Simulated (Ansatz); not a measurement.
A periodic model of amorphous Ge$_{12}$Sb$_{12}$Te$_{30}$C$_{3}$:

```xyz
57
Lattice="12.5434 0.4010 0.2302 0.4010 10.8097 -0.9023 0.2302 -0.9023 12.3181" Properties=species:S:1:pos:R:3 pbc="T T T"
Ge     8.2006     7.8305     4.1670
Ge     3.2805     4.0076     7.4265
Ge     5.1449     7.7021     2.0930
Ge    11.2254     6.8179     5.8662
Ge    10.6140     1.9922     9.6112
Ge    10.3320     4.3294    11.6407
Ge     2.8761     3.7505     0.0583
Ge     4.0303     5.6369    10.1744
Ge     3.3914     0.0135     6.5769
Ge     3.1217     9.2552     0.0577
Ge     3.6322     0.0989     3.4942
Ge    12.2515     9.1897     7.3032
Sb     8.1850     1.7755     4.7153
Sb     1.6785     8.2264     2.8363
Sb     5.2412     4.2685     3.5739
Sb    11.9436     5.5559     2.1347
Sb     8.3947     5.5699     2.2320
Sb     2.9503     8.3844     8.9389
Sb     8.5804     2.7628     0.7549
Sb     7.6922    -0.2974     8.3158
Sb     7.9222     4.6338     7.7023
Sb    12.4224     2.8582     6.0852
Sb    10.2539     8.4661     0.9164
Sb     6.1574     8.4275    10.4805
Te     0.6538     3.7867    11.1462
Te     2.4830     3.4550     3.1448
Te     9.2677    10.2224    10.2427
Te     8.2485     5.8898    10.3857
Te     4.4454     2.8987     9.8667
Te     1.6747     1.7094     7.9603
Te     4.8255    -0.3032     9.0561
Te    10.1469     4.5938     4.3229
Te     2.1947     8.5855     5.9097
Te    11.0038     8.7123     3.7990
Te    10.5411     0.5982     7.1538
Te     0.8732     0.2694     3.6922
Te    12.8805     9.9771     9.8996
Te     1.5406     5.7994     8.8686
Te     8.7238     7.5195     6.8197
Te    12.0484     2.9555     0.8116
Te     5.3724     6.3765     7.9512
Te    11.0179     4.4433     8.1374
Te     3.8166     0.8598     0.3982
Te     0.7355     8.1375     0.0374
Te     5.4844     2.7640     6.1000
Te     7.1821     9.0342     0.9753
Te     7.0160    10.2896     4.4861
Te     5.3937     7.1965     4.6514
Te    10.6125     7.5758    10.0120
Te    10.1492     1.1714     2.5642
Te     7.8368     2.3759     9.6672
Te     5.1671     5.4880     0.5873
Te     1.5325     4.9869     5.3423
Te     6.3673     1.8179     2.4080
C     10.1413     6.2641     1.0590
C      4.1690     7.5561    10.8005
C      3.6389     8.9248     1.9221
```

Computed with PBE-D3(BJ), scalar-relativistic without spin-orbit coupling, PAW (Ansatz default set, large-core Te) (plane waves to 420 eV; Ansatz, a first-principles code).

The cell was made by melting and quenching with the CHGNet potential and then relaxed with DFT. The hot cell started wider than the set density and was brought back towards it in steps. It is the lowest in DFT energy of 3 quenches. It is a model cell: composition and starting density were chosen by hand, and all elements were melted together. The geometry includes D3(BJ) dispersion. Its density started from a set value of 5.79 and ended at 6.21 g/cm³. Cooling (nominally 130 K/ps over its main leg) ran many orders faster than in experiment, which tends to leave more defects and strain. Values belong to this one cell and scatter from quench to quench. Volume and shape were free in the relaxation. On a 2×2×2 Γ-centred mesh force components of up to 0.15 eV/Å stay, since the relaxation ran on one k-point at (1/4, 1/4, 1/4).

Neighbours within Ge-Ge 2.85 Å, Ge-Sb 3.11 Å, Ge-Te 3.08 Å, Ge-C 2.34 Å, Sb-Sb 3.34 Å, Sb-Te 3.42 Å, Sb-C 2.58 Å, Te-Te 3.31 Å, Te-C 2.57 Å, C-C 1.82 Å count as bonded.

Question: Give the coordination numbers, mean bond lengths and angles.

Answer: 
```
Quantity                                                           Value
-----------------------  -----------------------------------------------
Mean coordination of Ge    3.58 (1 with 2, 5 with 3, 4 with 4, 2 with 5)
Mean coordination of Sb              5.00 (4 with 4, 4 with 5, 4 with 6)
Mean coordination of Te  3.37 (1 with 2, 18 with 3, 10 with 4, 1 with 5)
Mean coordination of C                                   4.00 (3 with 4)
Mean Sb-Te bond                     3.078 Å (spread 0.139 Å, 51 counted)
Mean Ge-Te bond                     2.817 Å (spread 0.095 Å, 36 counted)
Mean Te-Te bond                      3.039 Å (spread 0.155 Å, 7 counted)
Mean Ge-C bond                       2.005 Å (spread 0.065 Å, 6 counted)
Bond angle at Ge                               mean 104.2°, spread 22.1°
Bond angle at Sb                               mean 102.5°, spread 30.3°
Bond angle at Te                               mean 102.0°, spread 27.3°
Bond angle at C                                 mean 109.1°, spread 7.4°
```

Question: List the pairs of like atoms that count as bonded by the rules above.

Answer: Sb17-Sb19 (3.18 Å), Te25-Te40 (2.91 Å), Te25-Te38 (3.17 Å), Te26-Te53 (2.84 Å), Te27-Te49 (2.98 Å), Te28-Te49 (2.93 Å), Te37-Te49 (3.30 Å), Te40-Te50 (3.14 Å).
